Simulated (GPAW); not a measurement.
Band structure of Br (Cmce, 4 atoms in the cell).

```xyz
4
Lattice="2.2888 -3.4077 0.0000 2.2888 3.4077 0.0000 0.0000 0.0000 8.9101" Properties=species:S:1:pos:R:3 pbc="T T T"
Br     3.9414     0.0000     7.9211
Br     2.9251     0.0000     3.4660
Br     1.6525     0.0000     5.4441
Br     0.6363     0.0000     0.9890
```

Computed with PBE, GPAW PAW datasets PBE (gpaw-data 1.0.1) (plane waves; GPAW).

Settings: mode = pw; ecut = 550 eV; xc = PBE; kpts = 5 5 2; mesh shift (steps) = 0 0 0; occupations.name = fermi-dirac; occupations.width = 0.02 eV; nbands = -8; convergence.bands = -6; symmetry.symmorphic = false; symmetry.tolerance = 0.0005; maxiter = 120; bandpath_npoints = 40.

The starting cell has typed, rounded lattice constants, without a prior relaxation at this level. Its lattice was rescaled by a random factor within 2.5 % of one.

Problem. Predict the gap along the standard path and the places of the band edges.

Solution. The gap along the path is 1.56 eV, from R to a point between Γ and X; the smallest direct gap on it is 1.59 eV. Another conduction valley lies within 0.1 eV, so the order of the valleys is not sure.

Levels in eV from the top of the valence band on the SCF mesh, bands 11 to 18:
```tsv
point	11	12	13	14	15	16	17	18
Γ	-0.89	-0.37	-0.02	0.00	1.59	2.38	6.05	6.83
X	-1.08	-0.79	-0.37	-0.06	1.86	2.15	8.10	8.50
S	-0.82	-0.82	-0.23	-0.23	2.29	2.29	7.28	7.28
R	-0.51	-0.51	0.02	0.02	1.98	1.98	7.59	7.59
A	-0.52	-0.52	-0.44	-0.44	1.98	1.98	8.65	8.65
Z	-0.81	-0.81	-0.01	-0.01	1.88	1.88	6.72	6.72
Y	-1.29	-1.08	-0.43	-0.06	1.63	2.11	7.38	7.76
X1	-1.08	-0.79	-0.37	-0.06	1.86	2.15	8.10	8.50
A1	-0.52	-0.52	-0.44	-0.44	1.98	1.98	8.65	8.65
T	-0.90	-0.90	-0.62	-0.62	1.79	1.79	8.08	8.08
```
